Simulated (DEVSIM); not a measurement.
System: abrupt Ge n-p junction, at 300 K.

Layer 1 from the left is Ge, thickness (μm) 3.40, Nd (cm⁻³) 1.2e15, τn (s) 1.6e-5, τp (s) 0.00016. Layer 2 from the left is Ge, thickness (μm) 18.0, Na (cm⁻³) 3.1e14, τn (s) 1.6e-5, τp (s) 1.6e-5.

Left contact: ohmic. Right contact: ohmic. Voltage is applied to the left contact. Recombination: SRH at mid-gap, radiative, Auger. Mobility is μmin + (μ − μmin)/(1 + (N/Nref)^α).

Constants are typed, rounded textbook-type inputs, not results; the design itself was drawn at random and stands for no fabricated device. Values at 300 K.

Ge: gap (eV) 0.664, affinity (eV) 4, permittivity 16, Nc (cm⁻³) 1.04e19, Nv (cm⁻³) 6e18, μn (cm²/Vs) 3900, μp (cm²/Vs) 1900, μn,min 150, μp,min 100, Nref,n 2.6e17, Nref,p 4e17, αn 0.56, αp 0.6, B (cm³/s) 6.4e-14, Cn (cm⁶/s) 1e-31, Cp (cm⁶/s) 1e-31.

DEVSIM, 1D drift-diffusion, Boltzmann statistics, complete ionisation; no tunnelling, impact ionisation, image-force lowering or self-heating.

What does the simulation give for the dark forward voltage at 1 A/cm², the potential step across the device at zero bias, the dark forward voltage at 100 A/cm²?

dark forward voltage at 1 A/cm² 0.108 V; potential step across the device at zero bias 0.175 V; dark forward voltage at 100 A/cm² 0.449 V.
